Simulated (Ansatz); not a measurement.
Start from MoS₂ in the 3R-MoS2 type structure (space group R3m, No. 160; a = 3.116 Å, c = 17.356 Å (hexagonal axes); layered, stacked along the Cartesian z axis).

It is then changed as follows: a free-standing slab of 1 layer (3 atoms, 3 a layer) is cut normal to the stacking axis, with 15 Å of vacuum and the in-plane cell relaxed.

Levels (all Ansatz, an electronic-structure program, PAW): PBEsol-D3(BJ) (420 eV, without spin-orbit coupling); r2SCAN (500 eV, spin-orbit coupling left out); HSE06 (420 eV, without spin-orbit coupling).

One geometry, relaxed with PBEsol-D3(BJ), under each level:

Notes on the quantities. electron mass: in plane; hole mass: in plane.

| level | band gap | lowest conduction level above the VBM at special points | electron mass | hole mass |
|---|---|---|---|---|
| PBEsol-D3(BJ) | 1.90 eV | K 1.90 eV; M 2.49 eV; Γ 2.95 eV | 0.47 mₑ (at K) | 0.57 mₑ (at K) |
| r2SCAN | 2.01 eV | K 2.01 eV; M 2.63 eV; Γ 3.13 eV | 0.47 mₑ (at K) | 0.56 mₑ (at K) |
| HSE06 | 2.39 eV | K 2.39 eV; M 3.14 eV; Γ 3.69 eV | – | – |

Single points use the geometry relaxed with PBEsol-D3(BJ). HSE06 was sampled on its mesh, a few special points and the semilocal edge points, so its gap is an upper bound. Effective masses come from finite differences of ±0.01 Å⁻¹. Stability against distortions was not tested. Labels are those of the standard path for the cell's own space group.
